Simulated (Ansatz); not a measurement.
**Rutile MgH2**

Calculation: LDA (plane waves, PAW; Ansatz, a quantum-chemistry and plane-wave program).

Settings: plane-wave cutoff 520 eV, 8×8×12 k mesh (along the axes of the cell as run), Fermi–Dirac smearing 0.01 eV, scalar-relativistic PAW data made under PBE.

Cell: relaxed at this level.

```yaml
equilibrium_volume_per_atom: 9.72 Å³/atom
bulk_modulus: 53.1 GPa
lattice_constant_a: 4.428 Å
lattice_parameter_c: 2.973 Å
band_gap: 3.40 eV (indirect)
smallest_direct_gap_on_the_k_points_sampled: 4.38 eV
"Γ–Γ gap": 4.81 eV
pressure derivative B′ of the bulk modulus: 3.5
```

Measured, for comparison: equilibrium volume per atom 10.27 Å³/atom, lattice constant a 4.517 Å, lattice parameter c 3.021 Å (temperature not stated, not corrected to a static lattice; as tabulated in Ellinger et al., J. Am. Chem. Soc. 77, 2647 (1955) (COD 4124639)); bulk modulus 49 ± 2 GPa (room temperature, not corrected to a static lattice, measured on MgD2; as tabulated in abstract on rutile-type MgD2 by neutron diffraction to 9.3 GPa, listed at scite). Computed (rounded) less measured: equilibrium volume per atom -5.4 %, bulk modulus +8 %, lattice constant a -2.0 %, lattice parameter c -1.6 %. A static lattice is as a rule a little smaller and stiffer than an uncorrected measurement, which narrows the difference in the bulk modulus, lattice constant a, lattice parameter c and would widen misses of the other sign.

Note: the bulk modulus comes from volumes at which shape and atoms were relaxed.

Static lattice: no zero-point or thermal effects.

Computing time: around 2.5 core-minutes (rough).
